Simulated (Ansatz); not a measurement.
For ZrSe2 (model structure, started from the fluorite type, Fm-3m, No. 225, 3 atoms in the cell), PBE (Ansatz, a program for electronic structure, PAW) gives:

lattice parameter a: 6.597 Å
enthalpy of formation: -1.024 eV/atom

**Question.** What does PBE-D3(BJ) (Ansatz, plane waves, PAW) give for the same quantities?

**Answer.** 
- lattice constant a: 6.520 Å (drops by 1.2 %)
- formation enthalpy: -1.044 eV/atom (moves by -0.020 eV/atom)

Changes are worked out from the printed values.

Unless a cell is named, each level is at its own relaxed cell (PBE 23.92, PBE-D3(BJ) 23.10 Å³/atom).

Ansatz's density-functional and Hartree–Fock values are scalar-relativistic unless marked +SOC, with PAW data made under PBE.

A model structure was made by putting elements into a prototype or built by hand; it is no filed structure, need not be a known phase, and can be a saddle point held by its symmetry.
